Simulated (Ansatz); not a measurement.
An Ansatz (a first-principles code) input (Ansatz, r2SCAN, PAW, cutoff 500 eV, without spin-orbit coupling):

Ansatz 0.2 input:
```yaml
crystal:
  lattice:
    - [5.3075900535, 0, 0]
    - [-2.6537950268, 4.5965078192, 0]
    - [0, 0, 3.3247788295]
  atoms:
    - { symbol: Ti, position: [0.6666666667, 0.3333333333, 0] }
    - { symbol: Ti, position: [0.3333333333, 0.6666666667, 0] }
    - { symbol: Hf, position: [0, 0, 0] }
    - { symbol: B, position: [0.6628782886, 0.6628782886, 0.5] }
    - { symbol: B, position: [0.3371217114, 0, 0.5] }
    - { symbol: B, position: [0, 0.3371217114, 0.5] }
    - { symbol: B, position: [0, 0.6628782886, 0.5] }
    - { symbol: B, position: [0.6628782886, 0, 0.5] }
    - { symbol: B, position: [0.3371217114, 0.3371217114, 0.5] }
basis: { ecutwfc: 500, ecutrho_ratio: 4, xc_grid: 4, fft_grid_basis: typed }
kpoints: { mp_grid: { grid: [10, 10, 14] } }
hamiltonian:
  xc: r2scan
  dispersion: none
  pseudopotentials: { kind: paw }
scf: { occupations: { method: fermi_dirac, width: 0.05 }, convergence: { dr2_threshold: 0.0000000009 } }
output: { forces: true, stress: true }
checkpoint: { write: state.ck, write_every: 1000 }
```

Question: Which symmetry and how many k-points will the program report, and about how many plane waves at Γ?

Answer: Space group P6/mmm (ITA 191) with 24 operations, k-points 112 of 1400, and 2089 plane waves at Γ.

These are small ordered cells, not random alloys; other orderings at the same x differ. No phonon test of stability was made. The final runs are not spin-polarised. The cell was made from TiB2 by this change: x(Hf) = 0.333, 9 atoms, P6/mmm.
